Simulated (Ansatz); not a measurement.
Consider this model of amorphous In$_{9}$Ga$_{9}$Zn$_{9}$O$_{37}$Ba.

```
CELL_PARAMETERS angstrom
      8.96080    -0.26038    -0.07191
     -0.26038    10.10460    -0.11389
     -0.07191    -0.11389     9.23448
ATOMIC_POSITIONS crystal
  In 0.19896 0.19609 0.39119
  In 0.65565 0.86487 0.65793
  In 0.49878 0.26703 0.93707
  In 0.29373 0.82081 0.11873
  In 0.90763 0.19626 0.81032
  In 0.21792 0.55757 0.40198
  In 0.95821 0.86735 0.88704
  In 0.61154 0.48024 0.65122
  In 0.28567 0.69401 0.77218
  Ga 0.94648 0.91523 0.22878
  Ga 0.98458 0.01611 0.53687
  Ga 0.63743 0.69052 0.97727
  Ga 0.52530 0.34861 0.32248
  Ga 0.57281 0.96521 0.30952
  Ga 0.93983 0.69705 0.52873
  Ga 0.17419 0.11990 0.06229
  Ga 0.25288 0.39089 0.72938
  Ga 0.91261 0.53148 0.83371
  Zn 0.27980 0.01726 0.76686
  Zn 0.30570 0.86720 0.49994
  Zn 0.14978 0.45015 0.03654
  Zn 0.42640 0.52889 0.10894
  Zn 0.93658 0.36938 0.51561
  Zn 0.55627 0.18213 0.55969
  Zn 0.89835 0.60556 0.18326
  Zn 0.64874 0.00069 0.01147
  Zn 0.58583 0.66981 0.35638
  O  0.43898 0.51159 0.33392
  O  0.34005 0.41165 0.94561
  O  0.69480 0.55242 0.85817
  O  0.19379 0.85680 0.89333
  O  0.38736 0.53896 0.65568
  O  0.95256 0.55105 0.39239
  O  0.12790 0.52872 0.81311
  O  0.67856 0.35355 0.46490
  O  0.16787 0.37924 0.51194
  O  0.58323 0.35719 0.13403
  O  0.19711 0.02486 0.55987
  O  0.70204 0.16939 0.92234
  O  0.47743 0.29249 0.70718
  O  0.33621 0.10941 0.94394
  O  0.93429 0.46820 0.03042
  O  0.84936 0.38303 0.70799
  O  0.21518 0.61583 0.17943
  O  0.92616 0.70266 0.73411
  O  0.96256 0.17128 0.43557
  O  0.42907 0.18901 0.37436
  O  0.76311 0.99573 0.21230
  O  0.42228 0.86818 0.69160
  O  0.70777 0.84940 0.89055
  O  0.68324 0.65438 0.16933
  O  0.15391 0.27375 0.17580
  O  0.69964 0.68263 0.54022
  O  0.62951 0.01531 0.50037
  O  0.98202 0.07047 0.98737
  O  0.16597 0.71415 0.54432
  O  0.43794 0.81272 0.34788
  O  0.87589 0.99590 0.70368
  O  0.47624 0.97185 0.13160
  O  0.93197 0.86209 0.42580
  O  0.42937 0.69324 0.97903
  O  0.13189 0.23463 0.76832
  O  0.96491 0.77835 0.09754
  O  0.15200 0.99044 0.22013
  Ba 0.84454 0.25690 0.18200
```

Methods: PBE, scalar-relativistic without spin-orbit coupling (Ansatz, a quantum-chemistry and plane-wave program); r2SCAN, scalar-relativistic without spin-orbit coupling (Ansatz); HSE06, scalar-relativistic without spin-orbit coupling (Ansatz). Neutral PBE cell, which sets geometry, pressure and energy: sampling: a 2×2×2 Γ-centred mesh; Fermi-Dirac width 0.02 eV; no spin polarisation. Exact exchange is cut at the faces of this 9 Å cell, which leaves hybrid gaps a finite-size error.

The cell was made by melting and quenching with the CHGNet potential and then relaxed with DFT. O atoms were pushed apart under 1.9 Å during the dynamics, to hinder bonds among them. The hot cell started wider than the set density and was brought back towards it in steps. It is the lowest in DFT energy of 2 quenches. It is a model cell: composition and starting density were chosen by hand, and all elements were melted together. No dispersion term was used. Its density started from a set value of 5.92 and ended at 5.92 g/cm³. Cooling (nominally 210 K/ps over its main leg) ran many orders faster than in experiment, which tends to leave more defects and strain. Values belong to this one cell and scatter from quench to quench. The volume was held where the preparation left it and the shape relaxed.

### Question
Give the pressure and the spacing of the highest filled and lowest empty levels.

### Answer

```json
{
 "Pressure on a 2×2×2 Γ-centred mesh": "0.06 GPa",
 "Largest force and stress component on that mesh (the relaxation ran on the zone centre alone)": "0.08 eV/Å and 0.2 GPa",
 "Level gap on a 2×2×2 Γ-centred mesh (PBE)": "0.54 eV",
 "Level gap at the zone centre (PBE)": "0.56 eV",
 "Level gap at the zone centre (r2SCAN)": "1.00 eV",
 "Level gap at the zone centre (HSE06)": "2.04 eV",
 "Distance between the nearest levels spread over more than a fifth of the atoms or a third of the atoms of their main element (six at least) (PBE, zone centre)": "1.01 eV"
}
```

### Question
At PBE and the zone centre, how localised are the states just below and above the Fermi level (participation number: the atoms over which a state spreads)?

### Answer
The highest filled state is spread over 5.3 atoms' worth, largest on O41, with weights by element (charge in smoothed Voronoi cells) O 0.92, Zn 0.03, Ga 0.02. The lowest empty state is spread over 58.9 atoms' worth, largest on In2, with weights by element (charge in smoothed Voronoi cells) O 0.52, In 0.21, Zn 0.15.

At PBE the levels at the filled edge of the gap are localised (band-tail or defect states), and the nearest spread-out levels lie 1.0 eV apart at the zone centre.

Bonds are counted up to In-In 3.12 Å, In-Ga 2.90 Å, In-Zn 2.90 Å, In-O 2.66 Å, In-Ba 3.93 Å, Ga-Ga 2.68 Å, Ga-Zn 2.68 Å, Ga-O 2.44 Å, Ga-Ba 3.71 Å, Zn-Zn 2.68 Å, Zn-O 2.46 Å, Zn-Ba 3.71 Å, O-O 1.58 Å, O-Ba 3.37 Å, Ba-Ba 4.73 Å. Two cations that share two anions don't count as bonded, nor two that share one unless they lie closer than In-In 3.04 Å, In-Ga 2.82 Å, In-Zn 2.82 Å, In-Ba 3.82 Å, Ga-Ga 2.61 Å, Ga-Zn 2.61 Å, Ga-Ba 3.61 Å, Zn-Zn 2.61 Å, Zn-Ba 3.61 Å, Ba-Ba 4.60 Å.

Added carriers, by PBE, scalar-relativistic without spin-orbit coupling (Ansatz) on the zone centre alone. Charged cells keep the cell fixed and stand in a uniform background, with no image correction, at a width of 0.01 eV; where the count is odd the moment is locked at 1 μB, unless the neutral cell bore moments. Each starts from the undistorted neutral geometry alone. PBE's self-interaction favours spread-out carriers, so it can miss traps that a hybrid finds.

### Question
What happens at PBE when the cell takes an extra electron and the atoms relax?

### Answer
Relaxation lowers the charged cell by 0.01 eV. The largest moves are O35 0.02 Å, Zn24 0.02 Å, O64 0.02 Å, O62 0.01 Å. The level that holds the added charge spreads over 58.8 atoms' worth, most on In2 (weight 0.03): a carrier spread over the cell. No bond crosses its cut-off with a change of over 0.15 Å (metal-metal contacts aside). Made neutral again at that geometry, the cell lies +0.01 eV from the neutral start (a closed shell was imposed there, with levels 0.54 eV apart, so this is an upper bound).

### Question
What happens at PBE when the cell takes a hole and the atoms relax?

### Answer
Relaxation lowers the charged cell by 0.26 eV. The largest moves are Ga14 0.32 Å, O59 0.24 Å, O41 0.17 Å, O57 0.17 Å. The level that was emptied spreads over 4.2 atoms' worth, most on O62 (weight 0.34): a localised (trapped) carrier, which neighbours of that atom can share. Bonds formed: Ga14-O47. Made neutral again at that geometry, the cell lies +0.40 eV from the neutral start (a closed shell was imposed there, with levels 0.08 eV apart, so this is an upper bound).
